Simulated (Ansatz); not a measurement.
The parent structure is NaI in the rock salt structure (space group Fm-3m, No. 225; a = 6.402 Å).

Level of theory: PBEsol (Ansatz, a program for electronic structure, PAW, without spin-orbit coupling).

Before the change:

| Item | Result |
|---|---|
| Valley order | Γ 3.60 eV; X along ⟨100⟩ 4.47 eV; L along ⟨111⟩ 4.96 eV |
| Electron mass | 0.26 mₑ (at Γ) |

Perturbation: every lattice vector is stretched by 1.50 %; the atoms relax in the strained cell.

Problem. Predict the new valley order, mean gap deformation potential ΔEg/Δln V, electron mass and energy relative to the base.

Solution. The valley order (the lowest conduction-band minima on the path, energy above the VBM, named in the base's zone) goes from Γ 3.60 eV; X along ⟨100⟩ 4.47 eV; L along ⟨111⟩ 4.96 eV to Γ 3.48 eV; X along ⟨100⟩ 4.44 eV; L along ⟨111⟩ 4.95 eV; the mean gap deformation potential ΔEg/Δln V amounts to -2.6 eV; the electron mass is still 0.26 mₑ (at Γ); the energy grows by 3.3 meV/atom.

Spin-orbit coupling, missing from the scalar runs, can matter with I. Effective masses come from finite differences of ±0.01 Å⁻¹. No phonon test of stability was made.
